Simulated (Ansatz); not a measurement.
Consider the following.

```xyz
2
Lattice="0.0000 2.8333 2.8617 2.8333 0.0000 2.8617 2.8333 2.8333 0.0000" Properties=species:S:1:pos:R:3 pbc="T T T"
Ga     0.0000     0.0000     0.0000
As     1.4167     1.4167     1.4308
```

No spin polarisation.

Level of theory: r2SCAN/PAW in Ansatz (a first-principles code), no spin-orbit coupling. Settings: 10×10×10 k-points, 0.05 eV Fermi–Dirac smearing.

Task: What is the computed gap character?

Result: Direct at Γ.

Task: Predict the valence-band top at Γ (three highest levels, from the VBM).

Result: 0.00, 0.00, -0.06 eV.

Task: Estimate the space group.

Result: I-4m2 (No. 119).

Task: Predict the stress (xx, yy, zz, yz, xz, xy; compression positive).

Result: (-0.48, -0.48, -1.15, 0.00, 0.00, 0.00) GPa.

The cells carry an imposed strain or load. No phonon test of stability was made. The cell was made from GaAs in the zinc blende structure (space group F-43m, No. 216) by this change: uniaxial strain ε_zz = +1.00 %.
